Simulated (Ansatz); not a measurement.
The reference is Ti (space group P6/mmm, No. 191; a cell from a computed database, its experimental status unchecked; relaxed with 0.1 eV smearing).

```xyz
3
Lattice="4.5682 0.0000 0.0000 -2.2841 3.9562 0.0000 0.0000 0.0000 2.8264" Properties=species:S:1:pos:R:3 pbc="T T T"
Ti     0.0000     0.0000     0.0000
Ti     0.0000     2.6375     1.4132
Ti     2.2841     1.3187     1.4132
```

Cartesian axes are those of the cell as printed.

Level of theory: r2SCAN, PAW, 500 eV (Ansatz, an electronic-structure program; no spin-orbit coupling), earlier PAW set.

Base values:

```
Item                            Result
-----------------------------  -------
Pressure                       0.0 GPa
Shortest interatomic distance  2.637 Å
```

One thing is altered: the cell is stretched by 1.30 % along y with no lateral relaxation; the atoms relax in the strained cell.

Question: Estimate the effect on the pressure, energy relative to the base and shortest interatomic distance.

Answer: The pressure (mean of the normal stresses, compression positive) goes from zero to -1.4 GPa; the energy rises by 1.8 meV/atom; the shortest interatomic distance rises by 0.009 Å (2.637 Å → 2.646 Å).

No phonon test of stability was made. All final runs are without spin polarisation. This is not the structure that Ti has at room temperature and ambient pressure.
